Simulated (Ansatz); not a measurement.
LiF (model structure, started from the CsCl type, Pm-3m, No. 221, 2 atoms in the cell) was calculated with LDA (Ansatz, a program for electronic structure, plane waves, PAW).

Run with plane-wave cutoff 520 eV, 14×14×14 k mesh, Fermi–Dirac smearing 0.01 eV, scalar-relativistic PAW data made under PBE.

Cell (relaxed at this level):

LiF has the cubic space group Pm-3m (No. 221), the CsCl type structure, Pearson symbol cP2. Lattice parameters: a = b = c = 2.466 Å, α = β = γ = 90.00°. Li on 1a is coordinated by 8 F at 2.136 Å (cubic). F on 1b is coordinated by 8 Li at 2.136 Å (cubic). (Neighbours: up to the widest gap in distance over summed covalent radii, below 1.35, at either atom; cation-cation and far metal-metal contacts left out.)

Task: Give the computed band gap and bulk modulus B0.

Result: 
- band gap = 8.29 eV (on the SCF k mesh)
- bulk modulus B0 = 87.3 GPa

Note: the bulk modulus is −V dP/dV from two relaxed cells at ±2 % in volume; the relaxation could raise the start's symmetry but not lower it, so the cell can be a saddle point.

Static lattice: no zero-point or thermal effects.

Computing time: roughly 5 core-seconds.

A model structure was made by putting elements into a prototype or built by hand; it is no filed structure, need not be a known phase, and can be a saddle point held by its symmetry.
